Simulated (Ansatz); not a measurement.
We look at the energy of one form of SiC over another. The value is E(A) − E(B), in meV per atom.

A: SiC (4H, P6₃mc), 8 atoms in the cell, k-point mesh 12×12×4 on the run's own vectors.
```
CSi
1.0
    3.09410     0.00000     0.00000
   -1.54705     2.67957     0.00000
    0.00000     0.00000    10.12926
Si C
4 4
Direct
  0.66667   0.33333   0.93784
  0.33333   0.66667   0.43784
  0.00000   0.00000   0.68790
  0.00000   0.00000   0.18790
  0.66667   0.33333   0.74981
  0.33333   0.66667   0.24981
  0.00000   0.00000   0.50045
  0.00000   0.00000   0.00045
```

B: SiC (3C, zinc blende, F-43m), 2 atoms in the cell, k-point mesh 14×14×14 on the run's own vectors.
```
CSi
1.0
    0.00000     2.18985     2.18985
    2.18985     0.00000     2.18985
    2.18985     2.18985     0.00000
Si C
1 1
Direct
  0.75000   0.75000   0.75000
  0.00000   0.00000   0.00000
```

Plane-wave PAW calculations with Ansatz (an electronic-structure program), its PAW set soft_1, cutoff 420 eV, 500 eV for r2SCAN. The structures are at rest with PBE; other levels are single points on them. HSE06 runs on coarser k-point meshes, mended by the PBE difference between the two meshes. Neutral cells; Fermi-Dirac smearing of at most 0.05 eV in the solids, energies taken to zero width. The lattices are those relaxed with PBE, so at other levels the solids can be strained, which adds to the spread. A dispersion term (D3(BJ), or D4 for r2SCAN) was computed beside these levels and is taken off wherever the name lacks it. Static lattices, no vibrational contributions. No structure search was made; lower ones may exist.

Predict the value from HSE06.

-1 meV/atom for A less B, too close to call.

What do the other levels give, and how wide is the spread?


| Functional | value (meV/atom) | less HSE06 |
|---|---|---|
| r2SCAN | 0 | 1 |

The levels span only 1 meV/atom, too little to tell them apart.
